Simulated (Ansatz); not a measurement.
A computed series for ZnInGaO4: response to strain

Consider ZnInGaO4 (space group R3m, No. 160).

```
ZnInGaO4
1.0
    1.65551     0.95581     8.58742
   -1.65551     0.95581     8.58742
    0.00000    -1.91161     8.58742
In Ga Zn O
1 1 1 4
Direct
  0.99693   0.99693   0.99693
  0.21290   0.21290   0.21290
  0.78126   0.78126   0.78126
  0.13652   0.13652   0.13652
  0.87896   0.87896   0.87896
  0.28862   0.28862   0.28862
  0.70480   0.70480   0.70480
```

Cartesian axes are those of the cell as printed.

Strains are applied to the cell and any free atomic positions relax; under biaxial strain the out-of-plane vector relaxes too.

Level of theory: plane-wave PAW DFT at the r2SCAN level (Ansatz, a quantum-chemistry and plane-wave program, 500 eV), spin-orbit coupling left out, earlier PAW set.

Notes on the quantities. pressure: mean of the normal stresses, compression positive.

| case | shortest interatomic distance | pressure | gap character |
|---|---|---|---|
| base | 1.912 Å | 0.00 GPa | direct at Γ |
| biaxial strain −0.54 %, plane normal [001], relaxed out of plane | 1.901 Å | 1.06 GPa | direct at Γ |
| biaxial strain +4.09 %, plane normal [001], relaxed out of plane | 1.904 Å | -6.22 GPa | indirect, k = (0.167, -0.417, 0.083) in the run's primitive reciprocal basis → Γ |
| isotropic strain +2.22 % | 1.954 Å | … | direct at Γ |
| uniaxial strain ε_yy = +1.02 % | 1.920 Å | -1.80 GPa | direct at Γ |
| tensor shear ε_xz = +1.54 % | 1.911 Å | -0.03 GPa | direct at Γ |

Q: What belongs in the blanks?

A: 
- isotropic strain +2.22 %, pressure: -10.23 GPa

Stability against distortions was not tested. Labels are those of the standard path for the cell's own space group.
